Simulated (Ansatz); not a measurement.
Take MgSe in the rock salt structure (space group Fm-3m, No. 225; a = 5.472 Å) as the base.

Calculations: Ansatz (a first-principles code), r2SCAN, PAW, cutoff 500 eV, no spin-orbit coupling.

Base values:

* **Band gap**: 2.48 eV
* **Hole mass**: 0.20, 0.79, 0.79 mₑ (at Γ)
* **Smallest direct gap**: 3.44 eV

It is then changed as follows: every lattice vector is shortened by 5.01 %, atoms relaxed at fixed cell.

Q: What happens to the energy relative to the base, band gap, hole mass and smallest direct gap?

A: The energy increases by 112 meV/atom; the band gap goes up by 0.26 eV to 2.74 eV; the hole mass (degenerate bands, along [100]) becomes 0.22, 0.66, 0.66 mₑ (at Γ) (base: 0.20, 0.79, 0.79 mₑ (at Γ)); the smallest direct gap grows by 1.22 eV to 4.66 eV.

The cells carry an imposed strain or load. Effective masses come from finite differences of ±0.01 Å⁻¹. Stability against distortions was not tested.
